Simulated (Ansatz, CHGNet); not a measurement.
For white tin (β-Sn), the machine-learned potential CHGNet 0.3.0 (trained on PBE and PBE+U data) gives:

| Item | Value |
|---|---|
| lattice parameter a | 6.104 Å |
| c axis length | 3.234 Å |

Q: What does PBE0 (plane waves, PAW; Ansatz, a program for electronic structure) give for the same quantities?

A: 
- lattice constant a: 5.873 Å (drops by 3.8 %)
- lattice parameter c: 3.158 Å (shrinks by 2.4 %)

For comparison: lattice constant a 5.831 Å (measured, 293 K, no zero-point or thermal correction; as tabulated in Wikipedia's data pages); lattice parameter c 3.181 Å (measured, 293 K, no zero-point or thermal correction; as tabulated in Wikipedia's data pages).

Changes are worked out from the printed values.

Unless a cell is named, each level is at its own relaxed cell (CHGNet 0.3.0 30.13, PBE0 27.24 Å³/atom).

Ansatz's density-functional and Hartree–Fock values are scalar-relativistic unless marked +SOC, with PAW data made under PBE.
